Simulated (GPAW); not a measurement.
Worked example: self-consistent single point of TiCo (Pm-3m, 2 atoms in the cell) in GPAW

Method: PBE, GPAW PAW datasets PBE (gpaw-data 1.0.1) (plane waves; GPAW).

This input was run:

```python
from ase import Atoms
from ase.units import GPa
from gpaw import GPAW, PW, FermiDirac

atoms = Atoms(['Ti', 'Co'],
              cell=[[2.963090, 0.000000, 0.000000],
                    [0.000000, 2.963090, 0.000000],
                    [0.000000, 0.000000, 2.963090]],
              positions=[[0.000000, 0.000000, 0.000000],
                         [1.481545, 1.481545, 1.481545]],
              pbc=True)

calc = GPAW(mode=PW(800),
            xc='PBE',
            kpts=(9, 9, 9),
            occupations=FermiDirac(0.136),
            nbands=-8,
            convergence={'density': 1e-05, 'energy': 1e-05},
            symmetry={'symmorphic': False, 'tolerance': 0.0005},
            maxiter=120)

atoms.calc = calc

energy = atoms.get_potential_energy()
print('Energy (eV):', round(energy, 6))
forces = atoms.get_forces()
print('Forces (eV/Ang):')
print(forces.round(5))
stress = atoms.get_stress()
print('Stress (GPa, Voigt):', (stress / GPa).round(4))
```

The program printed (abridged):

```
Input parameters:
  convergence: {density: 1e-05,
                energy: 1e-05}
  kpts: [9 9 9]
  maxiter: 120
  mode: {ecut: 800.0,
         name: pw}
  nbands: -8
  occupations: {fixmagmom: False,
                name: fermi-dirac,
                width: 0.136}
  symmetry: {symmorphic: False,
             tolerance: 0.0005}
  xc: PBE

species:
  Ti:
    name: Titanium
    Z: 22.0
    valence: 12
    core: 10
    charge: 0.0
    file: Ti.PBE.gz

    # Using partial waves for Ti as LCAO basis

  Co:
    name: Cobalt
    Z: 27.0
    valence: 9
    core: 18
    charge: 0.0
    file: Co.PBE.gz

    # Using partial waves for Co as LCAO basis

Reference energy: -61126.724187  # eV

Spin-paired calculation

Convergence criteria:
 Maximum [total energy] change in last 3 cyles: 1e-05 eV / valence electron
 Maximum integral of absolute [dens]ity change: 1e-05 electrons / valence electron
 Maximum integral of absolute [eigenst]ate change: 4e-08 eV^2 / valence electron
 Maximum number of scf [iter]ations: 120

Symmetries present (total): 48
Symmetries with fractional translations: 0
729 k-points: 9 x 9 x 9 Monkhorst-Pack grid
35 k-points in the irreducible part of the Brillouin zone
       k-points in crystal coordinates                weights
   0:     0.00000000    0.00000000    0.00000000          1/729
   1:     0.11111111    0.00000000    0.00000000          6/729
   2:     0.11111111    0.11111111    0.00000000         12/729
   [... 7 lines left out ...]
          ...
  34:     0.44444444    0.44444444    0.44444444          8/729

Wave functions: Plane wave expansion
  Cutoff energy: 800.000 eV
  Number of coefficients (min, max): 1325, 1357
  Pulay-stress correction: 0.000000 eV/Ang^3 (de/decut=0.000000)

Occupation numbers: Fermi-Dirac:
  width: 0.1360  # eV

Eigensolver

Densities:
  Coarse grid: 20*20*20 grid
  Fine grid: 40*40*40 grid
  Total Charge: 0.000000

Density mixing:
  Method: separate
  Backend: pulay
  Linear mixing parameter: 0.05
  old densities: 5
  Damping of long wavelength oscillations: 50

Hamiltonian:
  XC and Coulomb potentials evaluated on a 40*40*40 grid
  External potential:
    NoExternalPotential

XC parameters: PBE with 2 nearest neighbor stencil

Number of atoms: 2
Number of atomic orbitals: 22
Number of bands in calculation: 18
Number of valence electrons: 21
Bands to converge: occupied

Density initialized from atomic densities
  18 bands from LCAO basis set

Atomic positions and initial magnetic moments

Positions:
   0 Ti     0.000000    0.000000    0.000000    ( 0.0000,  0.0000,  0.0000)
   1 Co     1.481545    1.481545    1.481545    ( 0.0000,  0.0000,  0.0000)

Unit cell:
           periodic     x           y           z      points  spacing
  1. axis:    yes    2.963090    0.000000    0.000000    20     0.1482
  2. axis:    yes    0.000000    2.963090    0.000000    20     0.1482
  3. axis:    yes    0.000000    0.000000    2.963090    20     0.1482

  Lengths:   2.963090   2.963090   2.963090
  Angles:   90.000000  90.000000  90.000000

Effective grid spacing dv^(1/3) = 0.1482

     iter     time        total  log10-change:
                         energy   eigst   dens
iter:   1 --:--:--   -16.970334
iter:   2 --:--:--   -16.205178   -0.90  -1.26
iter:   3 --:--:--   -15.974475   -1.82  -1.35
iter:   4 --:--:--   -15.908415   -1.33  -1.43
iter:   5 --:--:--   -16.699767   -0.66  -1.60
iter:   6 --:--:--   -17.164566   -1.68  -1.27
   [... 2 lines left out ...]
iter:   9 --:--:--   -15.751206   -3.94  -2.73
iter:  10 --:--:--   -15.751032   -4.23  -2.97
iter:  11 --:--:--   -15.750008   -4.78  -3.30
iter:  12 --:--:--   -15.749878   -4.39  -3.05
iter:  13 --:--:--   -15.749736   -4.86  -3.30
iter:  14 --:--:--   -15.749915c  -5.37  -3.52
iter:  15 --:--:--   -15.749811c  -6.14  -3.54
iter:  16 --:--:--   -15.749797c  -6.00  -3.84
iter:  17 --:--:--   -15.749792c  -6.61  -3.85
iter:  18 --:--:--   -15.749801c  -6.24  -3.86
iter:  19 --:--:--   -15.749817c  -6.50  -4.27
iter:  20 --:--:--   -15.749814c  -8.34c -5.00
iter:  21 --:--:--   -15.749813c  -8.84c -5.41c

Converged after 21 iterations.

Dipole moment: (-0.000000, -0.000000, -0.000000) |e|*Ang

Energy contributions relative to reference atoms: (reference = -61126.724187)

Kinetic:        +16.926003
Potential:      -15.516380
External:        +0.000000
XC:             -17.074115
Entropy (-ST):   -0.159475
Local:           -0.005584
SIC:             +0.000000
--------------------------
Free energy:    -15.829550
Extrapolated:   -15.749813

Showing only first 2 kpts
 Kpt  Band  Eigenvalues  Occupancy
  0     8      9.00841    1.99996
  0     9      9.00841    1.99996
  0    10     11.31341    0.00423
  0    11     11.31341    0.00423

  1     8      8.99120    1.99996
  1     9      9.05339    1.99994
  1    10     11.18308    0.01099
  1    11     11.36056    0.00299

Fermi level: 10.47611

No gap
No difference between direct/indirect transitions
Energy (eV): -15.749813

Forces in eV/Ang:
  0 Ti    0.00000    0.00000    0.00000
  1 Co   -0.00000    0.00000    0.00000

Stress tensor:
    -0.015188     0.000000     0.000000
     0.000000    -0.015188     0.000000
     0.000000     0.000000    -0.015188
Stress (GPa, Voigt): [-2.4334 -2.4334 -2.4334  0.      0.      0.    ]
```

The run converged in 21 iterations. GPAW prints stress with tension positive.

The starting cell has typed, rounded lattice constants, without a prior relaxation at this level. Its lattice was rescaled by a random factor within 2.5 % of one. Spin polarisation is off.
